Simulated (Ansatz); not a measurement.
# HfSiO4 (I4₁/amd, No. 141, 12 atoms in the cell; start COD 9000852)

All values below come from r²SCAN0 in Ansatz (PAW).

Numerical settings: plane-wave cutoff 520 eV, 6×6×6 k mesh, Fermi–Dirac smearing 0.01 eV, scalar-relativistic PAW data made under PBE.

Cell (measured lattice):

```xyz
12
Lattice="-3.2862 3.2862 2.9816 3.2862 -3.2862 2.9816 3.2862 3.2862 -2.9816" Properties=species:S:1:pos:R:3 pbc="T T T"
Hf     0.0000     0.0000     0.0000
Hf     0.0000     3.2863     1.4908
Si     0.0000     0.0000     2.9816
Si     3.2862     0.0000     1.4908
O      2.0736     3.2863     1.0746
O      3.2862    -1.2126     2.5654
O      1.2126     0.0000     4.0562
O      3.2862     1.2126     2.5654
O      2.0736     0.0000     0.4162
O      0.0000     1.2126     1.9070
O      4.4989     0.0000     0.4162
O      3.2862     2.0736    -1.0746
```

```yaml
band_gap: 8.44 eV
smallest_direct_gap_on_the_k_points_sampled: 8.85 eV
"Γ–Γ gap": 8.90 eV
```

Note: the file's cell can be that of a phase stable at another temperature; cell and atoms aren't relaxed at this level (largest force component 0.17 eV/Å, pressure -2.6 GPa).

Spin–orbit coupling is not included.

Computing time: very roughly 22 core-minutes.

Ansatz is a quantum-chemistry and plane-wave program.
